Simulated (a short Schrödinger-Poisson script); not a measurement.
System: symmetric double-gate stack, HfO2 on p-type GaN, at 300 K.

| layer | material | thickness (nm) | Na (cm⁻³) |
|---|---|---|---|
| 1 | HfO2 | 6.6 | - |
| 2 | GaN | 6 | 6e16 |
| 3 | HfO2 | 6.6 | - |

Constants are typed, rounded textbook-type inputs, not results; the design itself was drawn at random and stands for no fabricated device. HfO2: permittivity 22, conduction-band edge (eV) 1.6, gap (eV) 5.7, electron mass (mₑ) 0.2. GaN: permittivity 9.5, conduction-band edge (eV) 0, gap (eV) 3.43, Nv at 300 K (cm⁻³) 4.6e19.

Channel valleys (confinement mass, in-plane density-of-states mass, number): Γ 0.2, 0.2, 1. At the gates, both at one voltage, the conduction-band edge of layer 1 lies 1.68 eV − eVg above the Fermi level of the channel. Gaps are held at their typed values at every temperature. Mesh 0.03 nm at interfaces.

Solved with a short Schrödinger-Poisson script written for these runs: 1D Poisson equation in equilibrium, electrons quantum, Hartree (BenDaniel-Duke, 12 states a valley, the channel's in-plane mass for all, wave functions ending at the dielectric), parabolic valleys, classical holes, full ionisation, no traps, pinning or gate leakage.

The same stack at other levels of the model or other numerical settings:

```tsv
run	sheet density of all electrons at Vg = 0.8 V (cm⁻²)	sheet density of all electrons at Vg = 0.2 V (cm⁻²)	capacitance of both gates at Vg = 0.8 V (μF/cm²)	gate voltage at 1e11 electrons/cm² (V)	rough cost against the base
base	1.27e13	1.51e12	3.40	0.06	about 1
electrons treated as classical, Boltzmann	2.14e13	2.88e12	5.40	0.02	0.08
electrons treated as classical, Fermi-Dirac	?	2.44e12	?	0.02	0.3
electrons treated as quantum, Hartree plus LDA exchange-correlation	1.37e13	1.94e12	3.52	?	2
mesh six times as coarse	1.27e13	1.51e12	3.40	0.06	0.4
one subband a valley	1.22e13	1.51e12	2.99	0.06	0.6
```

### Question
What belongs in the gaps?

### Answer

- electrons treated as classical, Fermi-Dirac, sheet density of all electrons at Vg = 0.8 V (cm⁻²): 1.61e13
- electrons treated as classical, Fermi-Dirac, capacitance of both gates at Vg = 0.8 V (μF/cm²): 3.91
- electrons treated as quantum, Hartree plus LDA exchange-correlation, gate voltage at 1e11 electrons/cm² (V): 0.05

The classical rows ignore confinement, and Boltzmann statistics overrate the density once the band edge passes the Fermi level.

In real p-type GaN the Mg acceptor is only partly ionised, and so wide a gap doesn't supply an inversion layer without source and drain.
